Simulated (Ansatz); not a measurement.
The reference is Co in the hcp (Mg type) structure (space group P6_3/mmc, No. 194; ferromagnetic).

Co has the hexagonal space group P6₃/mmc (No. 194), the hcp (Mg type) structure, Pearson symbol hP2. Cell: a = b = 2.457 Å, c = 3.969 Å, α = β = 90.00°, γ = 120.00°. Co on 2d has 12 Co at 2.439–2.457 Å (anticuboctahedral). (Neighbours: up to the widest gap in distance over summed covalent radii, below 1.35, at either atom.)

All numbers come from plane-wave PAW DFT at the PBEsol level (Ansatz, a quantum-chemistry and plane-wave program, 420 eV), scalar-relativistic without spin-orbit coupling.

One change was made to it. Results:

```tsv
quantity	base	after
c/a ratio	1.615	1.578
shortest interatomic distance	243.9 pm	266.8 pm
density	9.43 g/cm³	22.74 g/cm³
```

Q: What was done to the base?
(A) Co → Cu
(B) Co → Ir
(C) Co → Os

A: C, Co → Os. For comparison, the c/a ratio in the other runs: Co → Cu gives 1.650; Co → Ir gives 1.621.

Other magnetic orders, which the real material may have, were not ruled out. Stability against distortions was not tested. For Cu and Ir in this form, whether it has been made was not checked. The base started in P-3m1 and relaxed to P6_3/mmc at this level. Spin-polarised in the final run: base; the other runs are not. This is not the structure that Cu has at room temperature and ambient pressure. This is not the structure that Ir has at room temperature and ambient pressure.
